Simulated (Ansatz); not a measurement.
Hypothetical Cc Al2O3, pressure series

Start from Al2O3 (space group Cc, No. 9; a = 9.8224 Å, b = 5.5302 Å, c = 5.6986 Å, α = 90.00°, β = 122.85°, γ = 90.00°; a hypothetical phase, not in the database extracts checked).

Cell and atoms are relaxed at each pressure.

Calculations: plane-wave PAW DFT at the PBE level (Ansatz, a first-principles code, 420 eV), without spin-orbit coupling.

```tsv
pressure (GPa)	volume per atom (Å³/atom)
-2	13.282
-1	13.141
0	13.002
0.3	12.965
0.7	12.907
1.5	12.797
3	12.589
5	?
7.5	11.903
```

Task: Fit the third-order Birch–Murnaghan form P(V) = (3B₀/2)[(V₀/V)^(7/3) − (V₀/V)^(5/3)]·[1 + (3/4)(B₀′ − 4)((V₀/V)^(2/3) − 1)] (squares taken in P) to the rows shown and predict the withheld row.

Result: Least squares on the printed values gives V₀ = 13.005 Å³/atom, B₀ = 94.4 GPa, B₀′ = -1.4; this predicts 12.296 Å³/atom, and the run gives 12.302 Å³/atom, 0.006 higher.

Load acts through the strain it causes; cell and atoms are relaxed under it. No phonon test of stability was made. No other phases were tried under pressure.
